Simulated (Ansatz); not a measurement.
For Al2Cu (I4/mcm, No. 140, 6 atoms in the cell; start mp-998), PBE-D3(BJ) (plane waves, PAW; Ansatz, a quantum-chemistry and plane-wave program) gives:

```
Property              Result
-------------------  -------
lattice constant a   5.969 Å
lattice parameter c  4.804 Å
```

What does r²SCAN+rVV10 (Ansatz, PAW) give for the same quantities?


- lattice constant a: 5.987 Å (rises by 0.3 %)
- lattice parameter c: 4.794 Å (falls by 0.2 %)

Changes are worked out from the printed values.

Unless a cell is named, each level is at its own relaxed cell (PBE-D3(BJ) 14.26, r²SCAN+rVV10 14.32 Å³/atom).

Caveats: the relaxation could not lower the start's symmetry, so the cell can be a saddle point above a distorted one (PBE-D3(BJ), r²SCAN+rVV10). Ansatz's density-functional and Hartree–Fock values are scalar-relativistic unless marked +SOC, with PAW data made under PBE.

A start named mp-… is a Materials Project structure, which need not be a measured phase.
